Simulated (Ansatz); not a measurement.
Structures of equal composition on the (111) surface of fcc Au: a layer of V in place of the second plane; a layer of V in place of the third plane. The slabs share one bottom face, and each structure is named by its start. These are constructed structures in small cells; real faces may alloy, dewet or reconstruct in larger ones, and not all known structures of the face are among them. Slabs of about 12 Å with all that they carry, Fermi-Dirac smearing of 0.1 eV. Bottom of the slabs: a bare face, its two planes held. Relaxed from the named starts with such symmetry as they have, on meshes of like density; energies extrapolated to zero smearing; no spin-orbit coupling, no U. Spin-polarised runs, if any, are marked in brackets, and their order is one that fits the cell; the others ran without spin.

The numbers are results of PBE (plane waves to 420 eV, PAW; Ansatz, an electronic-structure program), not measurements.

Task: Rank these by energy per 1x1 cell (lowest first), as PBE gives it.

Result: a layer of V in place of the third plane (0.000 eV [spin start, no net moment]), a layer of V in place of the second plane (0.142 eV [spin, 0.6 μB a cell])
